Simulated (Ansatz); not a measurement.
The reference is BaF$_{2}$ (space group P6_3/mmc, No. 194; a = 4.358 Å, c = 5.996 Å; a cell from a computed database, its experimental status unchecked).

Now apply this change: every lattice vector is stretched by 2.92 %; the atoms relax in the strained cell.

Levels (all Ansatz, a first-principles code, PAW): PBEsol (420 eV, no spin-orbit coupling); r2SCAN (500 eV, scalar-relativistic without spin-orbit coupling); HSE06 (420 eV, no spin-orbit coupling).

One geometry, relaxed with PBEsol, under each level:

```csv
level,band gap,lowest conduction level above the VBM at special points,pressure
PBEsol,5.75 eV,Γ 5.75 eV; K 5.78 eV; M 6.73 eV; L 7.11 eV,-50.5 kbar
r2SCAN,6.55 eV,Γ 6.76 eV; K 6.55 eV; M 7.52 eV; L 7.91 eV,-37.9 kbar
HSE06,7.89 eV,Γ 7.95 eV; K 7.89 eV; M 8.87 eV,–
```

Single points use the geometry relaxed with PBEsol. Their cutoffs differ, which shifts pressures a little. Stability against distortions was not tested.
